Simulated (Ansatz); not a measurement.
Results of r²SCAN+SOC (PAW; Ansatz, a program for electronic structure) for SnO2 (I4₁/amd, No. 141, 6 atoms in the cell; start mp-755071; a measured phase of this formula has another space group).

Numerical settings: plane-wave cutoff 560 eV, 12×12×12 k mesh, Fermi–Dirac smearing 0.01 eV, PAW data made under PBE.

Cell (relaxed with PBEsol):

```
CELL_PARAMETERS angstrom
     -2.00578     2.00578     5.12391
      2.00578    -2.00578     5.12391
      2.00578     2.00578    -5.12391
ATOMIC_POSITIONS crystal
  Sn 0.75000 0.25000 0.50000
  Sn 0.00000 0.00000 0.00000
  O  0.79708 0.79708 0.00000
  O  0.54708 0.04708 0.50000
  O  0.95292 0.45292 0.50000
  O  0.20292 0.20292 0.00000
```

Q: Estimate the band gap and smallest direct gap on the k points sampled that the calculation returns.

A: 
* **band gap**: 2.25 eV (indirect)
* **smallest direct gap on the k points sampled**: 2.64 eV

Note: cell and atoms aren't relaxed at this level (largest force component 0.03 eV/Å, pressure -1.6 GPa).

The computed numbers hold no vibrational or temperature effects.

Computing time: very roughly 6 core-minutes.

A start named mp-… is a Materials Project structure, which need not be a measured phase.
